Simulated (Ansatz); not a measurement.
Input and output of a self-consistent single point for Se (C2, 3 atoms in the cell) (Ansatz, a quantum-chemistry and plane-wave program).

Level of theory: LDA (PW92), harder PAW files (source: ansatz) made with PBE (plane waves; Ansatz).

```xyz
3
Lattice="2.1916 -3.7959 0.0000 2.1916 3.7959 0.0000 0.0000 0.0000 4.9649" Properties=species:S:1:pos:R:3 pbc="T T T"
Se     0.4931     0.8541     3.3099
Se     3.4469     0.0000     0.0000
Se     0.4931    -0.8541     1.6549
```

Reference input (self-consistent single point, DFT, LDA (PW92), plane waves, default PAW files made with PBE): basis.ecutwfc = 420 eV; kpoints.mp_grid.grid = 5 5 3; hamiltonian.xc = lda; hamiltonian.pseudopotentials = {kind: paw} (the program's default PAW files); scf.occupations.method = fermi_dirac; scf.occupations.width = 0.01 eV. This run's input differs from it in these lines:

Ansatz 0.2 input:
```diff
@@ -11,3 +11,3 @@
 basis:
-  ecutwfc: 420.0 eV
+  ecutwfc: 405.0 eV
 kpoints:
@@ -16,3 +16,3 @@
   xc: lda
-  pseudopotentials: { kind: paw }
+  pseudopotentials: { kind: paw, source: ansatz }
 scf:
```

Output (repeated stretches shortened):

```
SCF iter   1: F=—  HF=-16149.254796 eV  |F-HF|=—  |Δ(HF+E_count)|=         —  Δρ=2.68e-2  dr2=3.75e-1  ethr=3.10e-3  ⟨swp⟩=6.0  Hψ=2821  notcnv=0
all-band conjugate gradients solve this SCF's bands
preconditioner: auto → Resta (q_TF=auto, 2.492 Å⁻¹)
SCF iter   2: F=—  HF=-16149.138544 eV  |F-HF|=—  |Δ(HF+E_count)|=   1.16e-1  Δρ=1.43e-2  dr2=1.13e-1  ethr=7.82e-4  ⟨swp⟩=3.0  Hψ=1479  notcnv=0  defer=16
   [... lines left out ...]
SCF iter   5: F=—  HF=-16149.106356 eV  |F-HF|=—  |Δ(HF+E_count)|=   6.53e-5  Δρ=1.09e-4  dr2=1.17e-5  ethr=3.81e-7  ⟨swp⟩=2.0  Hψ=1248  notcnv=0  defer=24
SCF iter   6: F=—  HF=-16149.106359 eV  |F-HF|=—  |Δ(HF+E_count)|=   2.83e-6  Δρ=2.26e-5  dr2=6.09e-7  ethr=2.43e-8  ⟨swp⟩=2.0  Hψ=829  notcnv=0  defer=24
SCF iter   7: F=—  HF=-16149.106359 eV  |F-HF|=—  |Δ(HF+E_count)|=   2.95e-7  Δρ=1.20e-5  dr2=2.53e-7  ethr=2.08e-10  ⟨swp⟩=9.8  Hψ=2820  notcnv=0
SCF iter   8: F=-16149.106359 eV  HF=-16149.106359 eV  |F-HF|=1.86e-9  |Δ(HF+E_count)|=   8.30e-8  Δρ=2.78e-6  dr2=5.74e-9  ethr=2.08e-10  ⟨swp⟩=2.4  Hψ=2250  notcnv=0
SCF 1 converged in 8 iterations: F = -16149.106359 eV  dr2 = 5.74e-9
Free energy (F): -16149.106359 eV
Internal energy: -16149.106359 eV  (E = F + TS)
E sigma→0 (E₀):  -16149.106359 eV
Fermi energy:    7.655280 eV
--- Forces (eV/Å), atoms counted from 1 ---
  atom   1  Se     0.24565902     0.21597911    -0.08935552
  atom   2  Se    -0.49132385     0.00000000     0.00000000
  atom   3  Se     0.24565902    -0.21597911     0.08935552
--- Stress (GPa, compression-positive) ---
       -0.759424       0.000000       0.000000
        0.000000      -1.371662      -0.429696
        0.000000      -0.429696       0.019885
  P = ⅓ Tr σ = -0.7037 GPa (-7.037 kbar)
  The stress holds the Pulay correction. Without it, at fixed plane waves, as pw.x and ABINIT print it: P = -12.0792 GPa
```

The run converged in 8 iterations. Against the reference run the pressure hardly changes (-0.66 to -0.70 GPa), the largest force goes from 0.512 to 0.491 eV/Å and the gap on the mesh hardly changes (1.421 to 1.423 eV).

The starting cell has typed, rounded lattice constants, without a prior relaxation at this level. Its lattice was rescaled by up to half a per cent. One atom was moved a little off its site on purpose. Ansatz's pressure includes its estimate of the finite-basis (Pulay) stress. Without the estimate this run gives -12.08 GPa. The cutoff lies below the one recommended for these files.
